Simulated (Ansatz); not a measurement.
## A computed series for Sn: response to strain

Base system: Sn in the diamond structure (space group Fd-3m, No. 227; relaxed with 0.1 eV smearing).

```xyz
2
Lattice="0.0000 3.2701 3.2701 3.2701 0.0000 3.2701 3.2701 3.2701 0.0000" Properties=species:S:1:pos:R:3 pbc="T T T"
Sn     0.0000     0.0000     0.0000
Sn     1.6350     1.6350     1.6350
```

Cartesian axes are those of the cell as printed.

Strains are applied to the cell and any free atomic positions relax; under biaxial strain the out-of-plane vector relaxes too.

All numbers come from plane-wave PAW DFT at the PBEsol level (Ansatz, a quantum-chemistry and plane-wave program, 420 eV), scalar-relativistic without spin-orbit coupling.

Notes on the quantities. in-plane stress: mean in-plane stress (compression positive); energy relative to the base: free energy F.

```csv
change,in-plane stress,volume per atom,energy relative to the base
base,–,34.97 Å³,0 meV/atom
"biaxial strain −2.08 %, plane normal [111], relaxed out of plane",+2.0 GPa,33.96 Å³,+8.7 meV/atom
"biaxial strain −1.67 %, plane normal [111], relaxed out of plane",+1.6 GPa,34.16 Å³,+5.5 meV/atom
"biaxial strain −1.25 %, plane normal [111], relaxed out of plane",+1.1 GPa,34.37 Å³,+3.1 meV/atom
"biaxial strain −0.83 %, plane normal [111], relaxed out of plane",+0.8 GPa,34.57 Å³,+1.4 meV/atom
"biaxial strain −0.42 %, plane normal [111], relaxed out of plane",+0.4 GPa,34.77 Å³,+0.3 meV/atom
"biaxial strain +0.42 %, plane normal [111], relaxed out of plane",-0.4 GPa,35.18 Å³,+0.3 meV/atom
"biaxial strain +0.83 %, plane normal [111], relaxed out of plane",-0.7 GPa,35.38 Å³,+1.3 meV/atom
"biaxial strain +1.67 %, plane normal [111], relaxed out of plane",-1.3 GPa,35.79 Å³,+5.0 meV/atom
"biaxial strain +2.50 %, plane normal [111], relaxed out of plane",…,…,…
```

Q: What belongs in the blanks?

A: 
- biaxial strain +2.50 %, plane normal [111], relaxed out of plane, in-plane stress: -1.9 GPa
- biaxial strain +2.50 %, plane normal [111], relaxed out of plane, volume per atom: 36.19 Å³
- biaxial strain +2.50 %, plane normal [111], relaxed out of plane, energy relative to the base: +11 meV/atom

No phonon test of stability was made.
